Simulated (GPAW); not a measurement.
## A self-consistent single point of Tl3Cu (I4/mmm, 4 atoms in the cell) with GPAW

Method: PBEsol, GPAW PAW datasets PBEsol (made by gpaw-setup) (plane waves; GPAW).

This input was run:

```python
from ase import Atoms
from ase.units import GPa
from gpaw import GPAW

atoms = Atoms(['Tl', 'Tl', 'Tl', 'Cu'],
              cell=[[-2.286070, 2.286070, 4.986305],
                    [2.286070, -2.286070, 4.986305],
                    [2.286070, 2.286070, -4.986305]],
              scaled_positions=[[0.750000, 0.250000, 0.500000],
                                [0.250000, 0.750000, 0.500000],
                                [0.500000, 0.500000, 0.000000],
                                [0.000000, 0.000000, 0.000000]],
              pbc=True)

calc = GPAW(mode={'name': 'pw', 'ecut': 850},
            xc='PBEsol',
            kpts=(7, 7, 7),
            occupations={'name': 'fermi-dirac', 'width': 0.136},
            nbands=-10,
            convergence={'density': 1e-05},
            symmetry={'symmorphic': False, 'tolerance': 0.0005},
            maxiter=120)

atoms.calc = calc

energy = atoms.get_potential_energy()
print('Energy (eV):', round(energy, 6))
forces = atoms.get_forces()
print('Forces (eV/Ang):')
print(forces.round(5))
stress = atoms.get_stress()
print('Stress (GPa, Voigt):', (stress / GPa).round(4))
```

Output (repeated stretches shortened):

```
Input parameters:
  convergence: {density: 1e-05}
  kpts: [7 7 7]
  maxiter: 120
  mode: {ecut: 850,
         name: pw}
  nbands: -10
  occupations: {name: fermi-dirac,
                width: 0.136}
  symmetry: {symmorphic: False,
             tolerance: 0.0005}
  xc: PBEsol

species:
  Tl:
    name: Thallium
    Z: 81.0
    valence: 13
    core: 68
    charge: 0.0
    file: Tl.PBEsol.gz

    # Using partial waves for Tl as LCAO basis

  Cu:
    name: Copper
    Z: 29.0
    valence: 11
    core: 18
    charge: 0.0
    file: Cu.PBEsol.gz

    # Using partial waves for Cu as LCAO basis

Reference energy: -1694673.975055  # eV

Spin-paired calculation

Convergence criteria:
 Maximum [total energy] change in last 3 cyles: 0.0005 eV / valence electron
 Maximum integral of absolute [dens]ity change: 1e-05 electrons / valence electron
 Maximum integral of absolute [eigenst]ate change: 4e-08 eV^2 / valence electron
 Maximum number of scf [iter]ations: 120

Symmetries present (total): 16
Symmetries with fractional translations: 0
343 k-points: 7 x 7 x 7 Monkhorst-Pack grid
40 k-points in the irreducible part of the Brillouin zone
       k-points in crystal coordinates                weights
   0:     0.00000000    0.00000000    0.00000000          1/343
   1:     0.14285714   -0.14285714    0.00000000          4/343
   2:     0.14285714   -0.14285714    0.14285714          4/343
   [... 7 lines left out ...]
          ...
  39:     0.42857143    0.42857143    0.42857143          8/343

Wave functions: Plane wave expansion
  Cutoff energy: 850.000 eV
  Number of coefficients (min, max): 5819, 5916
  Pulay-stress correction: 0.000000 eV/Ang^3 (de/decut=0.000000)

Occupation numbers: Fermi-Dirac:
  width: 0.1360  # eV

Eigensolver

Densities:
  Coarse grid: 40*40*40 grid
  Fine grid: 80*80*80 grid
  Total Charge: 0.000000

Density mixing:
  Method: separate
  Backend: pulay
  Linear mixing parameter: 0.05
  old densities: 5
  Damping of long wavelength oscillations: 50

Hamiltonian:
  XC and Coulomb potentials evaluated on a 80*80*80 grid
  External potential:
    NoExternalPotential

XC parameters: PBEsol with 2 nearest neighbor stencil

Number of atoms: 4
Number of atomic orbitals: 36
Number of bands in calculation: 35
Number of valence electrons: 50
Bands to converge: occupied

Density initialized from atomic densities
  35 bands from LCAO basis set

Atomic positions and initial magnetic moments

Positions:
   0 Tl     0.000000    2.286070    2.493152    ( 0.0000,  0.0000,  0.0000)
   1 Tl     2.286070    0.000000    2.493152    ( 0.0000,  0.0000,  0.0000)
   2 Tl     0.000000    0.000000    4.986305    ( 0.0000,  0.0000,  0.0000)
   3 Cu     0.000000    0.000000    0.000000    ( 0.0000,  0.0000,  0.0000)

Unit cell:
           periodic     x           y           z      points  spacing
  1. axis:    yes   -2.286070    2.286070    4.986305    40     0.1039
  2. axis:    yes    2.286070   -2.286070    4.986305    40     0.1039
  3. axis:    yes    2.286070    2.286070   -4.986305    40     0.0808

  Lengths:   5.942682   5.942682   5.942682
  Angles:  134.751432 134.751432  65.916664

Effective grid spacing dv^(1/3) = 0.1177

     iter     time        total  log10-change:
                         energy   eigst   dens
iter:   1 --:--:--   -12.405680
iter:   2 --:--:--   -12.043085   -1.92  -1.49
iter:   3 --:--:--   -11.846127   -1.79  -1.58
iter:   4 --:--:--   -11.954658   -1.65  -1.74
iter:   5 --:--:--   -11.800746   -1.98  -2.05
iter:   6 --:--:--   -11.947248   -1.72  -2.23
iter:   7 --:--:--   -11.769947   -1.85  -2.17
iter:   8 --:--:--   -11.763659   -3.80  -2.67
iter:   9 --:--:--   -11.758465c  -3.54  -2.75
iter:  10 --:--:--   -11.759200c  -4.09  -3.08
iter:  11 --:--:--   -11.758067c  -4.46  -3.36
iter:  12 --:--:--   -11.757905c  -4.90  -3.51
iter:  13 --:--:--   -11.757899c  -6.36  -3.60
iter:  14 --:--:--   -11.757885c  -6.12  -3.62
iter:  15 --:--:--   -11.757942c  -5.11  -3.75
iter:  16 --:--:--   -11.757942c  -6.71  -3.98
iter:  17 --:--:--   -11.757941c  -7.78c -3.94
iter:  18 --:--:--   -11.757952c  -7.52c -3.93
iter:  19 --:--:--   -11.757942c  -7.51c -3.95
iter:  20 --:--:--   -11.757915c  -6.75  -3.90
iter:  21 --:--:--   -11.757882c  -6.31  -3.99
iter:  22 --:--:--   -11.757880c  -7.60c -4.12
iter:  23 --:--:--   -11.757893c  -6.63  -4.14
iter:  24 --:--:--   -11.757888c  -7.82c -4.66
iter:  25 --:--:--   -11.757884c  -7.83c -4.68
iter:  26 --:--:--   -11.757880c  -7.60c -4.74
iter:  27 --:--:--   -11.757878c  -8.43c -4.89
iter:  28 --:--:--   -11.757877c  -8.58c -4.91
iter:  29 --:--:--   -11.757875c  -8.25c -4.96
iter:  30 --:--:--   -11.757876c  -9.20c -5.30c

Converged after 30 iterations.

Dipole moment: (-0.000000, 0.000000, 0.000000) |e|*Ang

Energy contributions relative to reference atoms: (reference = -1694673.975055)

Kinetic:         -3.781837
Potential:       +1.972484
External:        +0.000000
XC:             -10.114955
Entropy (-ST):   -0.115109
Local:           +0.223987
SIC:             +0.000000
--------------------------
Free energy:    -11.815430
Extrapolated:   -11.757876

Showing only first 2 kpts
 Kpt  Band  Eigenvalues  Occupancy
  0    23      4.75413    1.99999
  0    24      7.16046    0.00992
  0    25      7.16046    0.00992
  0    26      7.46320    0.00108

  1    23      5.15538    1.99984
  1    24      6.15601    1.77874
  1    25      6.38194    1.20847
  1    26      6.77927    0.15193

Fermi level: 6.43948

No gap
No difference between direct/indirect transitions
Energy (eV): -11.757876

Forces in eV/Ang:
  0 Tl    0.00000   -0.00000    0.00000
  1 Tl   -0.00000    0.00000    0.00000
  2 Tl    0.00000    0.00000    0.00000
  3 Cu   -0.00000   -0.00000    0.00000

Stress tensor:
     0.020278     0.000000     0.000000
     0.000000     0.020278    -0.000000
     0.000000    -0.000000     0.022266
Stress (GPa, Voigt): [ 3.2489  3.2489  3.5673 -0.      0.      0.    ]
```

The run converged in 30 iterations. GPAW prints stress with tension positive.

The starting cell comes from a database of computed structures (which also holds hypothetical and non-ambient phases and stackings), without a prior relaxation at this level. Spin-orbit coupling is off. Spin polarisation is off. With a pressure of about -3 GPa the cell is away from its equilibrium volume at this level.

Cost on one core of a shared machine: roughly 7 min.
